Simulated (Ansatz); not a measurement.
Mo: uniaxial strain ε_zz = −2.50 %

The reference is Mo in the bcc (W type) structure (space group Im-3m, No. 229; a = 3.1115 Å; relaxed with 0.1 eV smearing). Axes: x, y, z lie along the cube axes.

It is then changed as follows: the cell is compressed by 2.50 % along z with no lateral relaxation, atoms relaxed at fixed cell.

Calculations: plane-wave PAW DFT at the LDA level (Ansatz, a quantum-chemistry and plane-wave program, 420 eV), no SOC. Settings: 30×30×30 k-points, 0.1 eV Fermi–Dirac smearing.

The volume per atom decreases by 0.377 Å³, from 15.06 Å³ to 14.69 Å³ and the space group changes from Im-3m (No. 229) to I4/mmm (No. 139). The energy rises by 16 meV/atom and the pressure (mean of the normal stresses, compression positive) goes from zero to 7.9 GPa. The band gap stays zero and the stress (xx, yy, zz, yz, xz, xy; compression positive) amounts to (4.9, 4.9, 13.9, 0.0, 0.0, 0.0) GPa.

Final structure:

```
Mo
1.0
   -1.55576     1.55576     1.51687
    1.55576    -1.55576     1.51687
    1.55576     1.55576    -1.51687
Mo
1
Direct
  0.00000   0.00000   0.00000
```

Whether these cells are dynamically stable was not tested. All final runs are without spin polarisation.
